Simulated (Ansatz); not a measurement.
For Al (Fm-3m), PBEsol, DFPT electron-phonon coupling, linearised Boltzmann equation in Ansatz (a first-principles code) gives a transport coupling λ_tr = 0.330 and a Drude plasma energy ħω_p = 12.42 eV.

Problem. Estimate the resistivity at 300 K from the high-temperature formula ρ = 2π λ_tr k_B T / (ħ ε₀ ω_p²), and say how the full Boltzmann solution compares.

Solution. The scattering rate is 1/τ = 2π λ_tr k_B T/ħ = 8.14e13 s⁻¹ and ω_p = 1.89e16 s⁻¹, so ρ ≈ 2.58 μΩ·cm. The Boltzmann solution gives 2.31 μΩ·cm, 0.89 times the estimate; it lies lower because k_BT is not large against the phonon energies and the solution lets the distribution adjust.

A metal at this level (no band gap). Only scattering by harmonic phonons is included (no impurities, grain boundaries, electron-electron scattering or thermal expansion). Spin-orbit coupling is left out. The run warned that the eigensolver left some states short of its tolerance. Halving the electron mesh (36x36x36) moves the resistivity by up to 2 % at 300 K, the coupling by up to 1 %. Smearing 0.20 eV; phonons on a 6x6x6 q mesh, which this run doesn't test.
